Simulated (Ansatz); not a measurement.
## A computed series for hypothetical P6_3/mmc PbS: carrier doping

Base system: PbS (space group P6_3/mmc, No. 194; a = 5.001 Å, c = 5.982 Å; a hypothetical phase, not in the database extracts checked).

Carriers are added at fixed cell with a uniform background; the Fermi–Dirac width is that of 300 K.

Method: r2SCAN (Ansatz, a quantum-chemistry and plane-wave program), spin-orbit coupling left out.

Notes on the quantities. Fermi level from band edge: Fermi level relative to the doped band's edge (positive inside the band; to 0.05 eV).

| variant | Fermi level from band edge | gap between the host's bands |
|---|---|---|
| undoped | – | 1.73 eV |
| electrons 1.5×10^21 cm⁻³ | +0.05 eV | 1.71 eV |
| electrons 7.0×10^21 cm⁻³ | [?] | [?] |
| holes 1.5×10^21 cm⁻³ | +0.40 eV | 1.78 eV |
| holes 7.0×10^21 cm⁻³ | +0.65 eV | 1.98 eV |

Q: Complete the table.

A: 
- electrons 7.0×10^21 cm⁻³, Fermi level from band edge: +0.20 eV
- electrons 7.0×10^21 cm⁻³, gap between the host's bands: 1.63 eV

Charged cell with a jellium background: band edges are those of the host's band count, energies are not comparable with the neutral cell, and many-body gap narrowing is missing. With Pb present, leaving out spin-orbit coupling can change the band edges. Stability against distortions was not tested. The base started in P6_3mc and relaxed to P6_3/mmc at this level.
